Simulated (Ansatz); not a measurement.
## SiS₂ in the 2H-MoS2 type structure (space group P6_3/mmc, No. 194; a hypothetical phase, not in the database extracts checked; layered, stacked along the Cartesian z axis)

```cif
data_S4Si2
_chemical_formula_sum 'Si2 S4'
_space_group_name_H-M_alt 'P63/mmc'
_space_group_IT_number 194
_space_group_name_Hall '-P 6c 2c'
_cell_length_a 3.22413
_cell_length_b 3.22413
_cell_length_c 12.15322
_cell_angle_alpha 90.000
_cell_angle_beta 90.000
_cell_angle_gamma 120.000
loop_
_atom_site_label
_atom_site_type_symbol
_atom_site_symmetry_multiplicity
_atom_site_Wyckoff_symbol
_atom_site_fract_x
_atom_site_fract_y
_atom_site_fract_z
_atom_site_occupancy
Si1 Si 2 c 0.33333 0.66667 0.25000 1
S1 S 4 f 0.66667 0.33333 0.13082 1
```

Calculations: r2SCAN+rVV10, PAW, 500 eV (Ansatz, an electronic-structure program; without spin-orbit coupling). Γ-centred 17×17×4 mesh, Fermi–Dirac width 0.05 eV.

The volume per atom comes out as 18.23 Å³. The density is 2.80 g/cm³. The band gap is zero and the total energy is -816.516 eV/atom (σ→0; compares only within this code and set-up).

Whether these cells are dynamically stable was not tested. All final runs are without spin polarisation. Gaps under 0.05 eV, about the width of the smearing, are given as zero. A zero or small gap of SiS2 can be the functional's error rather than a property of the material.
